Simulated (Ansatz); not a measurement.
Start from GaN in the zinc blende structure (space group F-43m, No. 216; a = 4.498 Å). Axes: x, y, z lie along the cube axes.

Method: PBEsol (Ansatz, an electronic-structure program), scalar-relativistic without spin-orbit coupling.

Perturbation: an isotropic linear strain of −2.50 %; the atoms relax in the strained cell.

Question: Predict the stress tensor and what it implies for the stiffness.

Answer: Stress of the strained cell less that of the base (GPa, compression positive):
```
  16.88    0.00    0.00
   0.00   16.88    0.00
   0.00    0.00   16.88
```

Then B = −ΔP/(ΔV/V₀) with ΔV/V₀ = -0.0731 gives secant stiffness values (nonlinear terms included at this strain): B ≈ 231 GPa.

As a check, the harmonic strain energy −½ V₀ Δσ:ε is 45 meV/atom; the computed energy rise is 41 meV/atom.

Whether these cells are dynamically stable was not tested. This is not the structure that GaN has at room temperature and ambient pressure.
